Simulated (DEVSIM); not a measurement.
## Si p-i-n diode

System: Si p-i-n diode, at 250 K.

| layer (left to right) | material | thickness (μm) | Nd (cm⁻³) | Na (cm⁻³) | τn (s) | τp (s) |
|---|---|---|---|---|---|---|
| 1 | Si | 0.440 | - | 1.4e18 | 8.3e-5 | 8.3e-5 |
| 2 | Si | 0.540 | 1.4e11 | - | 8.3e-5 | 2.5e-6 |
| 3 | Si | 2.60 | 1.6e18 | - | 8.3e-5 | 8.3e-5 |

Left contact: ohmic. Right contact: ohmic. Voltage is applied to the left contact. Recombination: SRH at mid-gap. Mobility is μmin + (μ − μmin)/(1 + (N/Nref)^α).

This is a model device: material constants are rounded textbook-type values typed into the input, and sizes, dopings and lifetimes were drawn at random. Values at 300 K; Nc and Nv go as T^1.5, mobilities as T to minus their exponent, the gap by Varshni's rule with the affinity fixed.

```csv
parameter,Si
gap (eV),1.124
affinity (eV),4.05
permittivity,11.7
Nc (cm⁻³),2.86e19
Nv (cm⁻³),3.1e19
μn (cm²/Vs),1417
μp (cm²/Vs),470
"μn,min",52
"μp,min",45
"Nref,n",9.7e16
"Nref,p",2.2e17
αn,0.68
αp,0.72
T exponent of μn,2.3
T exponent of μp,2.2
Varshni α (eV/K),0.000473
Varshni β (K),636
```

Simulated with DEVSIM: 1D drift-diffusion, Boltzmann statistics, complete ionisation; no tunnelling, impact ionisation, image-force lowering or self-heating.

- Potential step across the device at zero bias = 1.019 V
- Dark forward voltage at 1 A/cm² = 0.787 V
- Dark forward voltage at 100 A/cm² = 0.887 V

Dark reverse current:

| V (V) | J (A/cm²) |
|---|---|
| -0.10 | -1.4e-12 |
| -0.25 | -2.3e-12 |
| -0.50 | -3.3e-12 |
| -0.75 | -4.0e-12 |
| -1.00 | -4.5e-12 |
| -1.50 | -5.2e-12 |
| -2.00 | -5.7e-12 |
| -2.50 | -6.1e-12 |
| -3.25 | -6.4e-12 |
| -4.00 | -6.7e-12 |
| -5.00 | -7.0e-12 |

Small-signal capacitance in reverse bias (quasi-static):

| V (V) | C (nF/cm²) |
|---|---|
| -0.1 | 20.4 |
| -0.25 | 20.1 |
| -0.5 | 19.8 |
| -0.75 | 19.6 |
| -1 | 19.5 |
| -1.5 | 19.3 |
| -2 | 19.2 |
| -2.5 | 19.1 |
| -3.25 | 19.0 |
| -4 | 18.9 |
| -5 | 18.9 |
